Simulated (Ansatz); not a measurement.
The reference is Ag in the fcc (Cu type) structure (space group Fm-3m, No. 225; relaxed with 0.1 eV smearing).

```
CELL_PARAMETERS angstrom
      0.00000     2.00044     2.00044
      2.00044     0.00000     2.00044
      2.00044     2.00044     0.00000
ATOMIC_POSITIONS crystal
  Ag 0.00000 0.00000 0.00000
```

Cartesian axes are those of the cell as printed.

All numbers come from DFT with LDA, PAW potentials and a 420 eV plane-wave cutoff in Ansatz (a first-principles code), scalar-relativistic without spin-orbit coupling.

One thing is altered: biaxial strain −1.00 %, plane normal [001], relaxed out of plane (Cartesian); in-plane vectors clamped, the third vector and the atoms free.

Q: Predict the new in-plane stress, energy relative to the base and ratio −ε⊥/ε∥.

A: The mean in-plane stress (compression positive) comes out as +1.2 GPa; the energy grows by 1.2 meV/atom; the ratio −ε⊥/ε∥ comes out as 1.46.

Stability against distortions was not tested.
